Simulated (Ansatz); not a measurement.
Data:

```
Si
1.0
    0.00000     2.71691     2.71691
    2.71691     0.00000     2.71691
    2.71691     2.71691     0.00000
Si
2
Direct
  0.25000   0.25000   0.25000
  0.00000   0.00000   0.00000
```

Calculation: PBEsol with spin-orbit coupling, rigid bands (plane waves, PAW; Ansatz, a first-principles code). Geometry: cell and atoms relaxed with PBEsol.

Problem. What conductivity effective mass do dilute electrons have at 300 K?

Solution. 0.28 mₑ.

Problem. Predict the hole conductivity mass (n e² τ/σ) at 300 K, by direction if it differs.

Solution. 0.35 mₑ.

Problem. And the band gap?

Solution. 0.45 eV at this level; semilocal functionals usually fall short of the measured gap.

Rigid bands, one relaxation time for all states, no polarons.
